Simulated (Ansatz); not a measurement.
## As, pressure series

Consider As in the A7 type structure (space group R-3m, No. 166; a = 3.783 Å, c = 10.109 Å (hexagonal axes); layered).

Cell and atoms are relaxed at each pressure.

The values are results of DFT with PBE-D3(BJ), PAW potentials and a 420 eV plane-wave cutoff in Ansatz (a first-principles code), no spin-orbit coupling, not measurements.

Candidates:
(a) pressure −1 GPa
(b) pressure 1.5 GPa
(c) pressure 5 GPa

Base values:

```
Quantity   Value
---------  -----
c/a ratio  2.672
```

### Question
Order them by c/a ratio, highest first.

### Answer
(a) pressure −1 GPa (2.703), (b) pressure 1.5 GPa (2.638), (c) pressure 5 GPa (2.585)

The mesh was chosen for an insulator and is coarse for the gapless case. Load acts through the strain it causes; cell and atoms are relaxed under it. Whether these cells are dynamically stable was not tested. No other phases were tried under pressure.
